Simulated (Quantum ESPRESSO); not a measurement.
**Pressure against volume in CuAu-type CuAu (space group 123) (Quantum ESPRESSO, PBEsol)**

```
CELL_PARAMETERS angstrom
      2.71870     0.00000     0.00000
      0.00000     2.71870     0.00000
      0.00000     0.00000     3.56344
ATOMIC_POSITIONS crystal
  Cu 0.00000 0.00000 0.00000
  Au 0.50000 0.50000 0.50000
```

Method of the run: PBEsol, GBRV 1.5 ultrasoft (PBESOL) pseudopotentials (plane waves; Quantum ESPRESSO). Settings: ecutwfc = 65 Ry; ecutrho = 520 Ry; occupations = smearing; smearing = fd; degauss = 0.0036749 Ry; potentials = {Cu: cu_pbesol_v1.2.uspp.F.UPF, Au: au_pbesol_v1.uspp.F.UPF}; K_POINTS = automatic 21 21 16 0 0 0; conv_thr = 1e-10 Ry; mixing_beta = 0.4. The cell above is the first row's. The rows scale it uniformly. In all rows fractional positions and the k mesh are held.

```
V (Å^3/atom)  P (GPa)
------------  -------
13.169              ?
13.456          10.81
13.742           6.27
14.028           2.25
14.314          -1.26
14.601          -4.38
14.887          -7.13
15.173          -9.52
15.460         -11.57
```

The 8 complete rows are fitted with a cubic, P against V. With u = V - 14.5, the rows have u = -1.0440, -0.7580, -0.4720, -0.1860, 0.1010, 0.3870, 0.6730, 0.9600. Least squares gives P = -3.346 - 10.6657·u + 2.4577·u² - 0.2943·u³. Residuals (row less fit): 0.007, -0.009, -0.017, 0.015, 0.018, -0.007, -0.019, 0.010; standard error 0.020 (degrees of freedom: 4). The fitted pressure is zero at V0 = 14.21, where dP/dV = -12.18, so B0 = -V0·dP/dV = 173 GPa.

Q: What does the fit predict for P at V = 13.169, and how far is the calculated value from it?

A: u = -1.3310, so P = -3.346 - 10.6657 × (-1.3310) + 2.4577 × (-1.3310)² - 0.2943 × (-1.3310)³ = 15.898 GPa. The calculation gives 16.04 GPa, 0.142 GPa above the prediction (0.5 % of the range of P in the table). The row lies outside the fitted rows, so this is an extrapolation. From the scatter of the fitted rows alone, a prediction at this place has a standard error of 0.052 GPa, so the miss is 2.7 times that.

Carrying the step between the two nearest rows on in a straight line would have given 15.37, off by 0.67; series whose last step already gives the withheld value aren't shown. The scan was laid around a cell of about the measured size, scaled by a guess for this functional; axis ratios and inner coordinates come from that cell. The runs keep the symmetry of the cell, so they don't test it for distortions. Spin polarisation is off. Spin-orbit coupling is off. The shape of the cell and the inner coordinates aren't relaxed, so V0 and B0 belong to this uniform scaling; a relaxed crystal lies no higher in energy and is usually softer. Cutoffs and mesh are single choices, not tested for convergence of this quantity. Series with a scatter that would blur these digits, or in which a gap closes, are not shown.
